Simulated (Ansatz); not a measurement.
Take AlV2C (space group P6_3/mmc, No. 194; a = 2.9052 Å, c = 13.1346 Å) as the base.

Method: Ansatz (a quantum-chemistry and plane-wave program), PBE, PAW, cutoff 420 eV, no spin-orbit coupling.

Before the change:

- Pressure = 0.0 GPa
- Band gap = zero

One thing is altered: the cell is scaled by 1.0378 in all directions; the atoms relax in the strained cell.

Question: Estimate the effect on the pressure, energy relative to the base, largest internal atomic displacement and band gap.

Answer: The pressure (mean of the normal stresses, compression positive) goes from zero to -14.7 GPa; the energy goes up by 72 meV/atom; the largest internal atomic displacement comes out as 0.060 Å; the band gap stays zero.

Whether these cells are dynamically stable was not tested. Seeded moments were not kept for the base. The final runs are not spin-polarised.
